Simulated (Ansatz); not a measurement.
All values below come from PBE (plane waves to 420 eV, PAW; Ansatz, a program for electronic structure).

Plane-averaged electrostatic potential energy along the normal, in eV from the Fermi level, for Si on the 1x1 (111) surface of fcc Au (the real clean face reconstructs), one in a 2x2 cell, started at the site 'bridge Au-Au (span 2.9 Å)':

(z (Å), V (eV)): (5.30, 5.24); (5.59, 5.24); (5.89, 5.24); (6.18, 5.23); (6.48, 5.23); (6.77, 5.22); (7.07, 5.19); (7.36, 5.13); (7.66, 5.00); (7.95, 4.70); (8.24, 4.00); (8.54, 2.35); (8.83, -2.15); (9.13, -9.67); (9.42, -14.81); (9.72, -15.90); (10.01, -13.06); (10.31, -6.53); (10.60, -0.31); (10.89, 1.04); (11.19, -1.69); (11.48, -8.72); (11.78, -14.47); (12.07, -16.30); (12.37, -14.26); (12.66, -8.35); (12.96, -1.48); (13.25, 0.85); (13.54, -1.14); (13.84, -7.83); (14.13, -13.92); (14.43, -16.19); (14.72, -14.60); (15.02, -9.08); (15.31, -1.97); (15.61, 1.08); (15.90, 0.20); (16.19, -5.34); (16.49, -12.35); (16.78, -15.98); (17.08, -15.72); (17.37, -11.60); (17.67, -4.70); (17.96, -0.60); (18.26, -0.30); (18.55, -0.34); (18.84, 0.47); (19.14, 2.08); (19.43, 3.53); (19.73, 4.25); (20.02, 4.60); (20.32, 4.76); (20.61, 4.84); (20.91, 4.87); (21.20, 4.88); (21.49, 4.89); (21.79, 4.89); (22.08, 4.90); (22.38, 4.90); (22.67, 4.90); (22.97, 4.90)

Model: 17-atom slab, 7.2 Å thick at the start under the adsorbate (thin: gaps and levels are the slab's own), 6x6x1 mesh, Fermi-Dirac 0.1 eV, dipole correction, 8 atoms held, the rest relaxed; symmetry of the start imposed; spin-polarised, no spin-orbit, no U, no dispersion correction. The starting moment vanished. At the end it is bonded to 3 Au. In PBE it is, or lies within 0.03 eV of, the lowest of the starts that converged.

Task: The surface cell has an area of 29.93 Å². What dipole along the normal does the step between the two vacuum levels imply?

Result: the top vacuum level lies 0.34 eV below the bottom one; p = −ε₀ A ΔV (ε₀ = 0.005526 e/(V·Å)) gives 0.06 e·Å a cell.
